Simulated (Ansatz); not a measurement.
HfCr2 (Fd-3m, No. 227; cell taken from a computed entry)

Level of theory: PBEsol (PAW; Ansatz, a first-principles code).

Run with plane-wave cutoff 500 eV, 14×14×14 k mesh, Fermi–Dirac smearing 0.1 eV, no spin polarisation, scalar-relativistic PAW data made under PBE.

Cell (relaxed at this level):

```cif
data_Cr16Hf8
_chemical_formula_sum 'Hf8 Cr16'
_space_group_name_H-M_alt 'Fd-3m :1'
_space_group_IT_number 227
_space_group_name_Hall 'F 4d 2 3 -1d'
_cell_length_a 7.00617
_cell_length_b 7.00617
_cell_length_c 7.00617
_cell_angle_alpha 90.000
_cell_angle_beta 90.000
_cell_angle_gamma 90.000
loop_
_atom_site_label
_atom_site_type_symbol
_atom_site_symmetry_multiplicity
_atom_site_Wyckoff_symbol
_atom_site_fract_x
_atom_site_fract_y
_atom_site_fract_z
_atom_site_occupancy
Hf1 Hf 8 a 0.00000 0.00000 0.00000 1
Cr1 Cr 16 d 0.62500 0.62500 0.62500 1
```
(The calculation used a cell of 6 atoms; values per cell refer to that cell.)

For HfCr2 (Fd-3m, No. 227; cell taken from a computed entry), the band gap is zero (no gap).

Note: the relaxation could not lower the start's symmetry, so the cell can be a saddle point above a distorted one.

Spin–orbit coupling is not included.

Static lattice: no zero-point or thermal effects.

Computing time: around 2.1 core-minutes (rough).
